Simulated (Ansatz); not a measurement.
We consider SiSe₂ (Ibam, No. 72, 6 atoms in the cell; start mp-1179443), described by PBE-D3(BJ) in Ansatz (plane waves, PAW).

The run printed, among other lines:

```
Relaxation: its limit of steps is 80 (relax.max_steps)
Crystal: 6 atoms, lattice volume = 165.477 Å³
Basis set: ecut = 520 eV, 4465 PW (Γ), exchange–correlation on 96×96×96 points (8 copies of the dense FFT grid, shifted against one another)
Symmetry: 8 space group operations
Space group: Ibam (ITA 72), of the structure as read, at distance tolerance 5.5e-5 Å
k-points: 95 of 512
Initial density: superposition of atomic densities (chi_scale 0.1, normalization cell, long waves kept (reshape's long-wave potential 0.02 eV rms))
Functional: x = pbe(κ = 0.804, μ = 0.2195149727645171), c = pbe(β = 0.06672455060314922)
SCF iter   1: F=—  HF=-23152.731290 eV  |F-HF|=—  |Δ(HF+E_count)|=         —  Δρ=3.18e-2  dr2=2.14e0
SCF iter   2: F=—  HF=-23152.317568 eV  |F-HF|=—  |Δ(HF+E_count)|=   4.14e-1  Δρ=1.79e-2  dr2=5.63e-1
  ...
SCF 1 converged in 8 iterations: F = -23152.211992 eV  dr2 = 4.01e-8
Crystal: 6 atoms, lattice volume = 165.477 Å³
Initial density: handed on by an earlier stage of this run
SCF 2 converged in 5 iterations: F = -23152.221001 eV  dr2 = 2.06e-7
  ...
Crystal: 6 atoms, lattice volume = 165.477 Å³
SCF 4 converged in 4 iterations: F = -23152.221274 eV  dr2 = 1.30e-9
Crystal: 6 atoms, lattice volume = 165.477 Å³
SCF 5 converged in 7 iterations: F = -23152.221286 eV  dr2 = 1.41e-12
Crystal: 6 atoms, lattice volume = 165.477 Å³
SCF 6 converged in 8 iterations: F = -23152.221308 eV  dr2 = 6.59e-13
Crystal: 6 atoms, lattice volume = 165.477 Å³
SCF 7 converged in 7 iterations: F = -23152.221319 eV  dr2 = 6.08e-12
Crystal: 6 atoms, lattice volume = 165.477 Å³
SCF iter   4: F=—  HF=-23152.221318 eV  |F-HF|=—  |Δ(HF+E_count)|=   3.89e-8  Δρ=1.12e-7  dr2=1.17e-11
SCF iter   5: F=-23152.221318 eV  HF=-23152.221318 eV  |F-HF|=1.46e-11  |Δ(HF+E_count)|=  2.29e-10  Δρ=5.68e-8  dr2=3.75e-12
SCF 8 converged in 5 iterations: F = -23152.221318 eV  dr2 = 3.75e-12
SCF converged after 5 iterations
Free energy (F): -23152.221318 eV
Internal energy: -23152.221318 eV  (E = F + TS)
E sigma→0 (E₀):  -23152.221318 eV
--- Stress (GPa, compression-positive) ---
       -0.224877      -0.000000      -0.000000
       -0.000000      -0.226571       0.000000
       -0.000000       0.000000      -0.244068
  P = ⅓ Tr σ = -0.2318 GPa (-2.318 kbar)
```

Question: Write an input file that could have produced this run (the log leaves some choices open).

Answer: This is not unique; one that fits is 
Ansatz 0.2 input:
```yaml
crystal:
  lattice:
    - [-2.952225715, 4.7683141521, 2.9387482826]
    - [2.952225715, -4.7683141521, 2.9387482826]
    - [2.952225715, 4.7683141521, -2.9387482826]
  atoms:
    - { symbol: Si, position: [0.75, 0.75, 0.0] }
    - { symbol: Si, position: [0.25, 0.25, 0.0] }
    - { symbol: Se, position: [0.3736087475, 0.7224983564, 0.0961071039] }
    - { symbol: Se, position: [0.6263912525, 0.2775016436, 0.9038928961] }
    - { symbol: Se, position: [0.1263912525, 0.2224983564, 0.3488896089] }
    - { symbol: Se, position: [0.8736087475, 0.7775016436, 0.6511103911] }
basis:
  ecutwfc: 520
  ecutrho_ratio: 4
  xc_grid: 2
kpoints:
  mp_grid: { grid: [8, 8, 8] }
hamiltonian:
  xc: pbe
  dispersion: d3bj
  pseudopotentials: { azcp: { folder: ./paw }, kind: paw }
scf:
  occupations: { method: fermi_dirac, width: 0.01 }
output:
  forces: true
  stress: true
  eigenvalues: false
relax:
  f_tol: 0.004
  escape_saddle: false
  max_steps: 80
  cell: { stress_tol: 0.02, fix: [volume] }
```

The cell is one volume of an energy–volume scan, off the minimum.

Note: the relaxation could not lower the start's symmetry, so the cell can be a saddle point above a distorted one.

A start named mp-… is a Materials Project structure, which need not be a measured phase.

Ansatz is an electronic-structure program.
